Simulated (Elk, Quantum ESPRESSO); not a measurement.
HoRh (Pm-3m, 2 atoms in the cell) computed with different codes at matched settings

Self-consistent single point, at a second geometry (lattice scaled by 0.98). First geometry:

```yaml
crystal:
  lattice:
    - [3.38650, 0.00000, 0.00000]
    - [0.00000, 3.38650, 0.00000]
    - [0.00000, 0.00000, 3.38650]
  atoms:
    - { symbol: Ho, position: [0.00000, 0.00000, 0.00000], spin: 4.0 }
    - { symbol: Rh, position: [0.50000, 0.50000, 0.50000] }
```
(The spins are starting values, not results.)

Shared settings, as Quantum ESPRESSO writes them: occupations = smearing; smearing = fermi-dirac; degauss = 0.0036749 Ry; nspin = 2; K_POINTS = automatic 10 10 10 0 0 0. Potentials and cutoffs stand in the table.

```csv
code,model,size of the net moment (μB/atom),cutoff
Quantum ESPRESSO,"LDA (PZ), SSSP 1.1.2 efficiency (PBE) pseudopotentials",1.87,60 Ry
Elk,"LDA (PW92), all-electron FP-LAPW, Elk's shipped species files, APW+lo basis with extra local orbitals",1.86,rgkmax 7.5
```

On Quantum ESPRESSO's run: spin-orbit coupling is off. With one magnetic atom in the cell only a parallel order is possible. With U or open f shells several self-consistent states can exist. The f electrons are in the valence without U or exact exchange, which can misplace them near the Fermi level. Spin-orbit terms, which matter for f shells, are left out.

The spread over the programs that give each value: size of the net moment within 0.01 μB/atom.

Elk treats all electrons, but the usual bases taken here (sphere radii, linearisation, local orbitals, empty states) were not tested for convergence, so the values are no reference for the others. The same LDA comes in different parametrisations, which differ slightly.

The starting cell comes from a database of computed structures (which also holds hypothetical and non-ambient phases and stackings), without a prior relaxation at this level. For this run, on top of that: lattice scaled by 0.98.

Left out of this page: Ansatz (with a known weakness of the program).
